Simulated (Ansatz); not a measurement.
Worked example: self-consistent single point of CuO (P2, 4 atoms in the cell) in Ansatz (an electronic-structure program).

Level of theory: PBEsol, default PAW files made with PBE (plane waves; Ansatz).

The change in words: lattice scaled by 0.98; basis.ecutwfc: 420 eV → 250 eV. Reference geometry:
```yaml
crystal:
  lattice:
    - [1.99694, -2.16001, 0.00000]
    - [1.99694, 2.16001, 0.00000]
    - [0.00000, 0.00000, 5.17140]
  atoms:
    - { symbol: Cu, position: [0.00000, 0.50000, 0.00967] }
    - { symbol: Cu, position: [0.50000, 0.00000, 0.50000] }
    - { symbol: O, position: [0.50000, 0.50000, 0.25000] }
    - { symbol: O, position: [0.50000, 0.50000, 0.75000] }
```

Reference input (self-consistent single point, DFT, PBEsol, plane waves, default PAW files made with PBE): basis.ecutwfc = 420 eV; kpoints.mp_grid.grid = 8 8 5; hamiltonian.xc = pbesol; hamiltonian.pseudopotentials = {kind: paw} (the program's default PAW files); scf.occupations.method = fermi_dirac; scf.occupations.width = 0.1 eV. This run's input differs from it in these lines:

Ansatz 0.2 input:
```diff
@@ -3,5 +3,5 @@
   lattice:
-    - [1.996943, -2.160011, 0.000000]
-    - [1.996943, 2.160011, 0.000000]
-    - [0.000000, 0.000000, 5.171398]
+    - [1.957004, -2.116811, 0.000000]
+    - [1.957004, 2.116811, 0.000000]
+    - [0.000000, 0.000000, 5.067970]
   atoms:
@@ -12,3 +12,3 @@
 basis:
-  ecutwfc: 420.0
+  ecutwfc: 250.0
 kpoints:
```

The program printed (abridged):

```
SCF iter   1: F=—  HF=-14289.051788 eV  |F-HF|=—  |Δ(HF+E_count)|=         —  Δρ=7.26e-2  dr2=9.32e-1  ethr=1.77e-3  ⟨swp⟩=4.0  Hψ=9965  notcnv=0
all-band conjugate gradients solve this SCF's bands
preconditioner: auto → LDOS
SCF iter   2: F=—  HF=-14290.971213 eV  |F-HF|=—  |Δ(HF+E_count)|=    1.92e0  Δρ=2.01e-1  dr2=9.29e0  ethr=1.77e-3  ⟨swp⟩=3.0  Hψ=7906  notcnv=0  recentre
   [... lines left out ...]
SCF iter   6: F=—  HF=-14288.165578 eV  |F-HF|=—  |Δ(HF+E_count)|=   3.09e-4  Δρ=1.50e-3  dr2=4.90e-4  ethr=5.14e-6  ⟨swp⟩=2.2  Hψ=5117  notcnv=0
SCF iter   7: F=—  HF=-14288.165505 eV  |F-HF|=—  |Δ(HF+E_count)|=   7.35e-5  Δρ=2.30e-4  dr2=1.40e-5  ethr=9.79e-7  ⟨swp⟩=2.4  Hψ=4920  notcnv=0
SCF iter   8: F=—  HF=-14288.165523 eV  |F-HF|=—  |Δ(HF+E_count)|=   1.84e-5  Δρ=6.64e-5  dr2=1.40e-6  ethr=2.80e-8  ⟨swp⟩=2.0  Hψ=4522  notcnv=0
SCF iter   9: F=-14288.165523 eV  HF=-14288.165523 eV  |F-HF|=7.84e-8  |Δ(HF+E_count)|=   1.77e-7  Δρ=1.42e-5  dr2=8.90e-8  ethr=2.00e-10  ⟨swp⟩=2.4  Hψ=10763  notcnv=0
SCF 1 converged in 9 iterations: F = -14288.165523 eV  dr2 = 8.90e-8
Free energy (F): -14288.165523 eV
Internal energy: -14288.096628 eV  (E = F + TS)
E sigma→0 (E₀):  -14288.131075 eV
Entropy (-TS):   -0.068895 eV (-17.224 meV/atom)
Fermi energy:    11.360000 eV
--- Forces (eV/Å), atoms counted from 1 ---
  atom   1  Cu     0.00000000     0.00000000    -1.16515584
  atom   2  Cu    -0.00000000     0.00000000     0.23503770
  atom   3  O     -0.00000000     0.00000000     0.51744458
  atom   4  O      0.00000000    -0.00000000     0.41267909
--- Stress (GPa, compression-positive) ---
        2.612756      -0.453375      -0.000000
       -0.453377       1.070151       0.000000
       -0.000000       0.000000       0.635626
  P = ⅓ Tr σ = 1.4395 GPa (14.395 kbar)
  The stress holds the Pulay correction. Without it, at fixed plane waves, as pw.x and ABINIT print it: P = -177.9394 GPa
```

The run converged in 9 iterations. Against the reference run the free energy goes up by 2.09 eV/atom, the pressure goes from -7.11 to 1.44 GPa and the largest force goes from 0.691 to 1.165 eV/Å.

The starting cell comes from a database of computed structures (which also holds hypothetical and non-ambient phases and stackings), without a prior relaxation at this level. Its lattice was rescaled by up to half a per cent. One atom was moved a little off its site on purpose. For this run, on top of that: lattice scaled by 0.98. Spin polarisation is off, so a magnetic state, if there is one, cannot be reached. Forces in this geometry exceed 1 eV/Å. Ansatz's pressure includes its estimate of the finite-basis (Pulay) stress. Without the estimate this run gives -177.94 GPa. The cutoff lies below the one recommended for these files. The run gives no clean gap (levels at the Fermi energy touch, overlap or are partly filled at this smearing), which alone does not show that the compound is a metal.
